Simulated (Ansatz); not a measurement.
**Enthalpy of formation of BeSe (model structure, started from the litharge type, P4/nmm, No. 129, 4 atoms in the cell) at several levels of theory**

No measured value is used here.

```tsv
level (code)	value (eV/atom)
PBE (Ansatz)	0.010
PBEsol (Ansatz)	0.038
PBE-D3(BJ) (Ansatz)	0.143
```

Each level is taken at its own relaxed cell. Ansatz's density-functional and Hartree–Fock values are scalar-relativistic unless marked +SOC, with PAW data made under PBE.

A model structure was made by putting elements into a prototype or built by hand; it is no filed structure, need not be a known phase, and can be a saddle point held by its symmetry.

Ansatz is a first-principles code.
